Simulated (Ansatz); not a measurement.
# B13C2: response to strain

Take B13C2 (space group R-3m, No. 166; a = 5.635 Å, c = 12.057 Å (hexagonal axes); a cell from a computed database, its experimental status unchecked) as the base. Axes: x lies along a and z along c of the hexagonal cell.

Strains are applied to the cell and any free atomic positions relax; under biaxial strain the out-of-plane vector relaxes too.

Calculations: PBEsol in Ansatz (plane waves to 420 eV, PAW, scalar-relativistic without spin-orbit coupling).

Notes on the quantities. energy relative to the base: free energy F; pressure: mean of the normal stresses, compression positive.

```json
[
 {"case": "base", "energy relative to the base": "0 meV/atom", "shortest interatomic distance": "1.443 Å", "space group": "R-3m (No. 166)", "pressure": "0.0 GPa"},
 {"case": "biaxial strain +1.04 %, plane normal [001], relaxed out of plane", "energy relative to the base": "+3.0 meV/atom", "shortest interatomic distance": "1.443 Å", "space group": "R-3m (No. 166)", "pressure": "-4.2 GPa"},
 {"case": "isotropic strain +0.54 %", "energy relative to the base": "+1.4 meV/atom", "shortest interatomic distance": "1.446 Å", "space group": "R-3m (No. 166)", "pressure": "-3.6 GPa"},
 {"case": "uniaxial strain ε_xx = +0.93 %", "energy relative to the base": "+1.0 meV/atom", "shortest interatomic distance": "1.444 Å", "space group": "C2/m (No. 12)", "pressure": "-2.2 GPa"},
 {"case": "uniaxial strain ε_yy = +3.13 %", "energy relative to the base": "+11 meV/atom", "shortest interatomic distance": "1.446 Å", "space group": "C2/m (No. 12)", "pressure": "-7.1 GPa"}
]
```

Without a gap, meshes like the base's 8×8×8 leave anisotropic stresses uncertain by several tenths of a GPa, and small strain energies with them. No phonon test of stability was made. The final runs are not spin-polarised. An odd electron count without spin: B13C2.

Ansatz is a quantum-chemistry and plane-wave program.
